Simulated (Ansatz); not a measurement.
Take BN in the zinc blende structure (space group F-43m, No. 216) as the base.

```
CELL_PARAMETERS angstrom
      0.00000     1.79027     1.79027
      1.79027     0.00000     1.79027
      1.79027     1.79027     0.00000
ATOMIC_POSITIONS crystal
  B  0.00000 0.00000 0.00000
  N  0.25000 0.25000 0.25000
```

Cartesian axes are those of the cell as printed.

The values are results of Ansatz (a quantum-chemistry and plane-wave program) LDA, no spin-orbit coupling, not measurements.

Before the change:

* **Smallest direct gap**: 8.83 eV
* **Valley order**: X along ⟨100⟩ 4.39 eV
* **Valence-band top at Γ**: 0.00, 0.00, 0.00 eV

It is then changed as follows: a pure shear with ε_xy = ε_yx = 0.0086; the atoms relax in the strained cell.

How does this affect the smallest direct gap, valley order and valence-band top at Γ?

The smallest direct gap drops by 0.28 eV (8.83 eV → 8.55 eV); the valley order (the lowest conduction-band minima on the path, energy above the VBM, named in the base's zone) becomes X along [001] 4.32 eV; X along [010] 4.34 eV (base: X along ⟨100⟩ 4.39 eV); the valence-band top at Γ (three highest levels, from the VBM) changes from 0.00, 0.00, 0.00 eV to 0.00, -0.06, -0.11 eV.

No phonon test of stability was made.
